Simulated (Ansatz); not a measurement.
**InPt$_{3}$ in the Cu3Au type structure (space group Pm-3m, No. 221)**

```xyz
4
Lattice="3.9931 0.0000 0.0000 0.0000 3.9931 0.0000 0.0000 0.0000 3.9931" Properties=species:S:1:pos:R:3 pbc="T T T"
In     0.0000     0.0000     0.0000
Pt     0.0000     1.9966     1.9966
Pt     1.9966     0.0000     1.9966
Pt     1.9966     1.9966     0.0000
```

Level of theory: Kohn–Sham DFT with the PBEsol functional, run in Ansatz (an electronic-structure program) with PAW and 420 eV plane waves, no spin-orbit coupling. Settings: 12×12×12 k-points, 0.05 eV Fermi–Dirac smearing.

```yaml
volume_per_atom: 15.92 Å³
density: 18.26 g/cm³
band_gap: zero
total_energy: -10669.589 eV/atom (σ→0; compares only within this code and set-up)
```

Stability against distortions was not tested. All final runs are without spin polarisation.
